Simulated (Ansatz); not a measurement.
Worked example: self-consistent single point of a (001) slab of CuAgO2 (cut from a parent of space group no. 47; 8 atoms in the cell) in Ansatz (a quantum-chemistry and plane-wave program).

Method of the run: LDA (PW92), default PAW files made with PBE (plane waves; Ansatz).

```
CELL_PARAMETERS angstrom
      2.80799     0.00000     0.00000
      0.00000     3.34383     0.00000
      0.00000     0.00000    23.31661
ATOMIC_POSITIONS crystal
  Cu 0.50000 0.50000 0.35317
  Ag 0.00000 0.00000 0.46870
  O  0.00000 0.50000 0.30022
  O  0.00000 0.50000 0.40612
  Cu 0.50000 0.50000 0.58424
  Ag 0.00000 0.00000 0.69978
  O  0.00000 0.50000 0.53129
  O  0.00000 0.50000 0.63720
```

Reference input (self-consistent single point, DFT, LDA (PW92), plane waves, default PAW files made with PBE): basis.ecutwfc = 30.9 Ry; kpoints.mp_grid.grid = 9 8 1; hamiltonian.xc = lda; hamiltonian.pseudopotentials = {kind: paw} (the program's default PAW files); scf.occupations.method = fermi_dirac; scf.occupations.width = 0.0073 Ry. This run's input differs from it in these lines:

Ansatz 0.2 input:
```diff
@@ -15,3 +15,3 @@
 basis:
-  ecutwfc: 30.9 Ry
+  ecutwfc: 61.7 Ry
 kpoints:
```

The program printed (abridged):

```
SCF iter   1: F=—  HF=-30239.916619 eV  |F-HF|=—  |Δ(HF+E_count)|=         —  Δρ=3.50e-2  dr2=2.41e1  ethr=1.77e-3  ⟨swp⟩=6.6  Hψ=5991  notcnv=0  defer=26
all-band conjugate gradients solve this SCF's bands
preconditioner: auto → LDOS
SCF iter   2: F=—  HF=-30239.680392 eV  |F-HF|=—  |Δ(HF+E_count)|=   2.36e-1  Δρ=3.39e-2  dr2=3.18e0  ethr=1.77e-3  ⟨swp⟩=2.3  Hψ=2666  notcnv=0  defer=63
   [... lines left out ...]
SCF iter   8: F=—  HF=-30239.435337 eV  |F-HF|=—  |Δ(HF+E_count)|=   1.08e-4  Δρ=9.33e-5  dr2=2.53e-5  ethr=6.01e-8  ⟨swp⟩=2.2  Hψ=1977  notcnv=0  defer=63
SCF iter   9: F=—  HF=-30239.435336 eV  |F-HF|=—  |Δ(HF+E_count)|=   2.40e-7  Δρ=2.86e-5  dr2=1.74e-6  ethr=2.53e-8  ⟨swp⟩=1.7  Hψ=1528  notcnv=0  defer=63
SCF iter  10: F=—  HF=-30239.435337 eV  |F-HF|=—  |Δ(HF+E_count)|=   6.19e-8  Δρ=1.17e-5  dr2=2.48e-7  ethr=1.74e-9  ⟨swp⟩=2.0  Hψ=1908  notcnv=0  defer=63
SCF iter  11: F=-30239.435337 eV  HF=-30239.435337 eV  |F-HF|=2.71e-8  |Δ(HF+E_count)|=   2.80e-8  Δρ=3.01e-6  dr2=4.25e-8  ethr=1.00e-10  ⟨swp⟩=15.6  Hψ=6822  notcnv=0
SCF 1 converged in 11 iterations: F = -30239.435337 eV  dr2 = 4.25e-8
Free energy (F): -30239.435337 eV
Internal energy: -30239.310204 eV  (E = F + TS)
E sigma→0 (E₀):  -30239.372770 eV
Entropy (-TS):   -0.125133 eV (-15.642 meV/atom)
Fermi energy:    1.137516 eV
--- Forces (eV/Å), atoms counted from 1 ---
  atom   1  Cu     0.00000000    -0.00000000    -1.51094361
  atom   2  Ag     0.00000000    -0.00000000    -0.14100305
  atom   3  O      0.00000000     0.00000000     2.20431199
  atom   4  O      0.00000000     0.00000000     0.00320064
  atom   5  Cu     0.00000000     0.00000000     0.24742290
  atom   6  Ag     0.00000000    -0.00000000    -0.33020991
  atom   7  O      0.00000000    -0.00000000    -0.16504920
  atom   8  O      0.00000000    -0.00000000    -0.30712566
--- Stress (GPa, compression-positive) ---
       -5.616165       0.000000      -0.000000
        0.000000      -2.608911      -0.000000
       -0.000000      -0.000000      -5.279438
  P = ⅓ Tr σ = -4.5015 GPa (-45.015 kbar)
  The stress holds the Pulay correction. Without it, at fixed plane waves, as pw.x and ABINIT print it: P = -4.5093 GPa
```

The run converged in 11 iterations. Against the reference run the free energy drops by 5.9 meV/atom and the largest force hardly changes (2.205 to 2.204 eV/Å).

The starting cell comes from a database of computed structures (which also holds hypothetical and non-ambient phases and stackings), without a prior relaxation at this level. The slab is cut from that crystal, and its faces are unrelaxed. Its lattice was rescaled by up to half a per cent. Spin polarisation is off, so a magnetic state, if there is one, cannot be reached. The two faces of this cut differ, and no dipole correction was used. Forces in this geometry exceed 1 eV/Å.

Cost on one core of a shared machine: roughly 90 s.
